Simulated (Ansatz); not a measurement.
# CsPbCl3: energy against volume

CsPbCl3 (cubic perovskite, Pm-3m, 33.655 Å³/atom and stress up to 0.01 GPa in the relaxed cell, cube axes along x, y and z) under hydrostatic pressure, with the cell free. LDA in Ansatz, a plane-wave DFT program (PAW, default set), 420 eV, 6×6×6 Γ-centred mesh, Fermi-Dirac smearing 0.05 eV; ions are relaxed, or left where forces stay under 0.02 eV/Å, within the symmetry of each cell.

Here V stands for volume and E for E less E0.

| volume (Å³/atom) | E less E0 (meV/atom) | pressure (GPa) |
|---|---|---|
| 36.5356 | 19.42 | -2.00 |
| 34.9195 | 4.08 | -1.00 |
| 33.6550 | 0.00 | 0.00 |
| 33.3219 | 0.31 | 0.30 |
| 32.9059 | 1.60 | 0.70 |
| 32.1509 | 6.76 | 1.50 |
| 30.9593 | ? | ? |

The 6 complete rows are fitted with the third-order Birch-Murnaghan form, a cubic in V^(-2/3), E against V. With u = V^(-2/3) - 0.0955, the rows have u = -0.0046784, -0.0018974, 0.0004328, 0.0010710, 0.0018832, 0.0034019. Least squares gives E = 0.141 - 655.3·u + 754499·u² + 2938750·u³. Residuals (row less fit): 0.000, -0.001, 0.001, 0.002, -0.002, 0.001; standard error 0.002 (degrees of freedom: 2). Its minimum lies at u = 0.0004332, so V0 = (0.0959332)^(-3/2) = 33.65. There d²E/du² = 1517000 and d³E/du³ = 1.763e7, so B0 = (4/9) × 33.65^(-7/3) × 1517000 × 0.160218 = 29.5 GPa (the last factor turns the table's units into GPa), and B0' = 4 + (2/3) × 0.0959332 × (1.763e7)/1517000 = 4.7. B0' rests on the cubic coefficient alone and has a standard error of 0.1 from these residuals.

Task: Estimate the missing E (V = 30.9593); what did the run itself give?

Result: u = 0.0059237, so E = 0.141 - 655.3 × 0.0059237 + 754499 × 0.0059237² + 2938750 × 0.0059237³ = 23.346 meV/atom. The calculation gives 23.32 meV/atom, 0.026 meV/atom below the prediction (0.1 % of the range of E in the table). The row lies outside the fitted rows, so this is an extrapolation. The scatter of the fitted rows lies at the last printed digit.

The primitive cell can neither tilt nor turn polar against its symmetry, as such crystals can under strain. Spin-orbit coupling is left out, which can shift these values for the heavy elements here. Other structures, which can take over under pressure, weren't tried. The same form fitted to the pressure column gives B0' = 4.7; series where the two differ by over 0.4 aren't shown. CsPbCl3 is here the ideal cubic form; the compound distorts at low or room temperature. Rows are the converged runs of the series near zero and its far end, less any whose ions stayed unrelaxed beside relaxed ones; series whose fitted rows scatter by over a few per cent of the range, as at a crossing or softening among them, aren't shown in this form.
